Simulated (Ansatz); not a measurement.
Take SiC in the zinc blende structure (space group F-43m, No. 216; a = 4.356 Å) as the base.

All numbers come from r2SCAN (Ansatz, an electronic-structure program, PAW, no SOC).

Before the change:

| Quantity | Result |
|---|---|
| Pressure | 0.00 GPa |
| Width of the top valence band | 4.81 eV |
| Smallest direct gap | 5.05 eV |

The change: the cell is scaled by 1.0250 in all directions, atoms relaxed at fixed cell.

Task: Predict the new mean gap deformation potential ΔEg/Δln V.

Result: The mean gap deformation potential ΔEg/Δln V amounts to +0.6 eV.

Task: What does the calculation give for the pressure after the change?

Result: The pressure goes from zero to -14.56 GPa.

Task: Estimate the effect on the width of the top valence band.

Result: The width of the top valence band decreases by 0.275 eV, from 4.81 eV to 4.54 eV.

Task: What happens to the smallest direct gap?

Result: The smallest direct gap shrinks by 0.10 eV, from 5.05 eV to 4.95 eV.

The cells carry an imposed strain or load. Stability against distortions was not tested.
